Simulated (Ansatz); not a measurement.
Take an 8-atom supercell of ZnS in the wurtzite structure (space group P6_3mc, No. 186; a = 3.782 Å, c = 6.208 Å) at its relaxed geometry as the base.

Level of theory: Ansatz (an electronic-structure program) PBEsol, no spin-orbit coupling.

One neutral defect a cell, atoms relaxed at fixed cell.

One change was made to it. Results:

| quantity | base | after |
|---|---|---|
| largest displacement of a host atom from its site in the perfect cell | – | 0.18 Å |
| pressure | 0.0 GPa | 5.5 GPa |

Task: Name the change that was made.
A) S vacancy, symmetric start
B) Zn vacancy, symmetric start
C) Li interstitial (started 2.42 Å from the nearest host atom)

Result: C, Li interstitial (started 2.42 Å from the nearest host atom). For comparison, the pressure in the other runs: S vacancy, symmetric start gives -5.7 GPa; Zn vacancy, symmetric start gives -2.4 GPa.

The magnetic state is the one reached from the starting moments; the real material's order can differ, and small cells can't hold many antiferromagnetic ones. The cell is small, so the values are those of an ordered compound at a high defect concentration; dilute-limit values will differ. The mesh was chosen for an insulator and is coarse for the gapless case. Defects with a symmetric start kept the site's symmetry and may sit on a saddle; the others started slightly shaken. Starting moments died away, wholly or in part, for Li interstitial (started 2.42 Å from the nearest host atom) and S vacancy; another magnetic solution may exist.
